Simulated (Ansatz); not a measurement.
BaZrO$_{3}$ (space group I4/mcm, No. 140; a cell from a computed database, its experimental status unchecked)

```
CELL_PARAMETERS angstrom
     -2.94866     2.94866     4.19015
      2.94866    -2.94866     4.19015
      2.94866     2.94866    -4.19015
ATOMIC_POSITIONS crystal
  Ba 0.75000 0.25000 0.50000
  Ba 0.25000 0.75000 0.50000
  Zr 0.00000 0.00000 0.00000
  Zr 0.50000 0.50000 0.00000
  O  0.75000 0.75000 0.00000
  O  0.25000 0.25000 0.00000
  O  0.22611 0.72611 0.95223
  O  0.77389 0.27389 0.04777
  O  0.72611 0.77389 0.50000
  O  0.27389 0.22611 0.50000
```

All numbers come from Ansatz (an electronic-structure program), PBEsol, PAW, cutoff 420 eV, no spin-orbit coupling. Settings: 8×8×8 k-points, 0.05 eV Fermi–Dirac smearing.

```json
{
 "volume_per_atom": "14.57 Å³",
 "density": "6.30 g/cm³",
 "band_gap": "3.26 eV, indirect, M → Γ",
 "Lowest conduction-band minima above the VBM": "Γ 3.26 eV",
 "total_energy": "-2336.600 eV/atom (σ→0; compares only within this code and set-up)"
}
```

Stability against distortions was not tested.
